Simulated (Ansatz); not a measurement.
Band structure of TaAs (I4_1md, 4 atoms in the cell).

```yaml
crystal:
  lattice:
    - [-1.74368, 1.74368, 5.94246]
    - [1.74368, -1.74368, 5.94246]
    - [1.74368, 1.74368, -5.94246]
  atoms:
    - { symbol: Ta, position: [0.49997, 0.99997, 0.50000] }
    - { symbol: Ta, position: [0.74997, 0.74997, 0.00000] }
    - { symbol: As, position: [0.08263, 0.58263, 0.50000] }
    - { symbol: As, position: [0.33263, 0.33263, 0.00000] }
```

Method: PBE, PAW files (plane waves; Ansatz, a program for electronic structure).

Settings: basis.ecutwfc = 420 eV; kpoints.mp_grid.grid = 8 8 8; hamiltonian.xc = pbe; hamiltonian.pseudopotentials = {kind: paw} (the program's default PAW files); scf.occupations.method = fermi_dirac; scf.occupations.width = 0.136 eV; kpoints.band_path.npoints = 8.

The starting cell comes from a database of computed structures (which also holds hypothetical and non-ambient phases and stackings), without a prior relaxation at this level. Its lattice was rescaled by a random factor within 2.5 % of one. Spin-orbit coupling is off. Spin polarisation is off.

Levels in eV from the Fermi level, bands 25 to 32:
```json
[
 {"point": "Γ", "25": "-2.20", "26": "-1.82", "27": "-1.57", "28": "-1.57", "29": "0.91", "30": "1.54", "31": "2.25", "32": "2.97"},
 {"point": "X", "25": "-3.10", "26": "-3.10", "27": "-1.06", "28": "-1.06", "29": "2.70", "30": "2.70", "31": "2.95", "32": "2.95"},
 {"point": "Y", "25": "-3.08", "26": "-3.08", "27": "-1.08", "28": "-1.08", "29": "2.55", "30": "2.55", "31": "2.86", "32": "2.86"},
 {"point": "S", "25": "-2.32", "26": "-2.31", "27": "-1.65", "28": "-0.04", "29": "0.09", "30": "1.66", "31": "2.06", "32": "2.43"},
 {"point": "Z", "25": "-2.61", "26": "-2.61", "27": "-0.93", "28": "-0.93", "29": "1.21", "30": "1.21", "31": "2.21", "32": "2.21"},
 {"point": "S1", "25": "-2.32", "26": "-2.31", "27": "-1.65", "28": "-0.04", "29": "0.09", "30": "1.66", "31": "2.06", "32": "2.43"},
 {"point": "N", "25": "-2.33", "26": "-2.24", "27": "-1.46", "28": "-0.25", "29": "0.17", "30": "1.35", "31": "2.17", "32": "2.37"},
 {"point": "P", "25": "-3.11", "26": "-3.11", "27": "-1.06", "28": "-1.06", "29": "2.71", "30": "2.71", "31": "2.94", "32": "2.94"},
 {"point": "Y1", "25": "-3.08", "26": "-3.08", "27": "-1.08", "28": "-1.08", "29": "2.55", "30": "2.55", "31": "2.86", "32": "2.86"}
]
```

Bands cross the Fermi level along this path, so the cell is metallic at this level.

Keys are those of Ansatz 0.2.
